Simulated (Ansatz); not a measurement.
An Ansatz (a quantum-chemistry and plane-wave program) run: Ga2O3 with a change (isotropic strain −3.00 %); Kohn–Sham DFT with the PBE functional, run in Ansatz with PAW and 420 eV plane waves, scalar-relativistic without spin-orbit coupling.

Input:

Ansatz 0.2 input:
```yaml
crystal:
  lattice:
    - [2.4529814012, 1.4162294723, 4.4047759077]
    - [-2.4529814012, 1.4162294723, 4.4047759077]
    - [0, -2.8324589446, 4.4047759077]
  atoms:
    - { symbol: Ga, position: [0.6441558372, 0.6441558372, 0.6441558372] }
    - { symbol: Ga, position: [0.1441558372, 0.1441558372, 0.1441558372] }
    - { symbol: Ga, position: [0.3558441628, 0.3558441628, 0.3558441628] }
    - { symbol: Ga, position: [0.8558441628, 0.8558441628, 0.8558441628] }
    - { symbol: O, position: [0.75, 0.4468693997, 0.0531306003] }
    - { symbol: O, position: [0.0531306003, 0.75, 0.4468693997] }
    - { symbol: O, position: [0.25, 0.5531306003, 0.9468693997] }
    - { symbol: O, position: [0.5531306003, 0.9468693997, 0.25] }
    - { symbol: O, position: [0.9468693997, 0.25, 0.5531306003] }
    - { symbol: O, position: [0.4468693997, 0.0531306003, 0.75] }
basis: { ecutwfc: 420, ecutrho_ratio: 4, xc_grid: 2, fft_grid_basis: typed }
kpoints: { mp_grid: { grid: [8, 8, 8] } }
hamiltonian:
  xc: pbe
  dispersion: none
  pseudopotentials: { kind: paw }
scf: { occupations: { method: fermi_dirac, width: 0.05 }, convergence: { dr2_threshold: 0.000000001 } }
relax: { f_tol: 0.005, max_steps: 50 }
output: { forces: true, stress: true }
checkpoint: { write: state.ck, write_every: 1000 }
```

Output (explanatory and most iteration lines left out):

```
Relaxation: its limit of steps is 50 (relax.max_steps)
Pseudopotential: Ga, paw, valence charge 13
Pseudopotential: O, paw, valence charge 6
Crystal: 10 atoms, lattice volume = 91.813 Å³
Basis set: ecut = 420 eV, 1803 PW (Γ), exchange–correlation on 72×72×72 points (8 copies of the dense FFT grid, shifted against one another)
Bands: 54, of which v1, the nominal top of the filled ones, is band 44 counted from 1 (43 counted from 0)
Symmetry: 12 space group operations
Space group: R-3c (ITA 167), of the structure as read, at distance tolerance 4.5e-5 Å
k-points: 65 of 512
Functional: x = pbe(κ = 0.804, μ = 0.2195149727645171), c = pbe(β = 0.06672455060314922)
SCF iter   1: F=—  HF=-18539.245358 eV  |F-HF|=—  |Δ(HF+E_count)|=         —  Δρ=1.22e-3  dr2=4.72e-4  ethr=1.77e-3  ⟨swp⟩=6.0  Hψ=12981  notcnv=0  defer=24
SCF iter   2: F=—  HF=-18539.245746 eV  |F-HF|=—  |Δ(HF+E_count)|=   3.89e-4  Δρ=6.47e-4  dr2=1.28e-4  ethr=5.36e-7  ⟨swp⟩=2.6  Hψ=7305  notcnv=0  defer=106
SCF 1 converged in 8 iterations: F = -18539.246192 eV  dr2 = 2.02e-10
relax step   1: F+E_penalty+E_count = -18539.24619221 eV  Δ(F+E_penalty+E_count) = +0.000e0 eV  max|allowed force component| = 4.375e-3 eV/Å  Δτ_max = 0.0000 Å  (8 SCF iters, accepted)
SCF converged after 8 iterations
Free energy (F): -18539.246192 eV
Internal energy: -18539.246192 eV  (E = F + TS)
E sigma→0 (E₀):  -18539.246192 eV
Fermi energy:    11.795736 eV
--- Forces (eV/Å), atoms counted from 1 ---
  atom   1  Ga    -0.00000000     0.00000000    -0.00437514
  atom   2  Ga     0.00000000    -0.00000000    -0.00437514
  atom   3  Ga     0.00000000    -0.00000000     0.00437514
  atom   4  Ga    -0.00000000     0.00000000     0.00437514
  atom   5  O      0.00044177    -0.00076516    -0.00000000
  atom   6  O      0.00044177     0.00076516    -0.00000000
  atom   7  O     -0.00044177     0.00076516     0.00000000
  atom   8  O      0.00088353     0.00000000     0.00000000
  atom   9  O     -0.00044177    -0.00076516     0.00000000
  atom  10  O     -0.00088353    -0.00000000    -0.00000000
--- Stress (GPa, compression-positive) ---
       23.468765       0.000000       0.000000
        0.000000      23.468765      -0.000000
        0.000000      -0.000000      20.640611
  P = ⅓ Tr σ = 22.5260 GPa (225.260 kbar)
--- Relaxed structure (1 steps of the walk, 1 accepted, 0 SCFs on fresh bases) ---
  atoms:
    - { symbol: Ga, position: [0.6441558371999999, 0.6441558371999999, 0.6441558371999999] }
    - { symbol: Ga, position: [0.1441558372, 0.1441558372, 0.1441558372] }
    - { symbol: Ga, position: [0.3558441628, 0.3558441628, 0.3558441628] }
    - { symbol: Ga, position: [0.8558441628, 0.8558441628, 0.8558441628] }
    - { symbol: O, position: [0.75, 0.44686939969999995, 0.053130600299999886] }
    - { symbol: O, position: [0.05313060030000005, 0.7500000000000001, 0.44686939970000006] }
    - { symbol: O, position: [0.2499999999999999, 0.5531306002999999, 0.9468693997] }
    - { symbol: O, position: [0.5531306003, 0.9468693997, 0.24999999999999983] }
    - { symbol: O, position: [0.9468693997, 0.2499999999999999, 0.5531306002999999] }
    - { symbol: O, position: [0.44686939970000006, 0.05313060030000005, 0.7500000000000002] }
```

Stability against distortions was not tested. The cell was made from Ga2O3 in the corundum structure (space group R-3c, No. 167) by this change: isotropic strain −3.00 %.
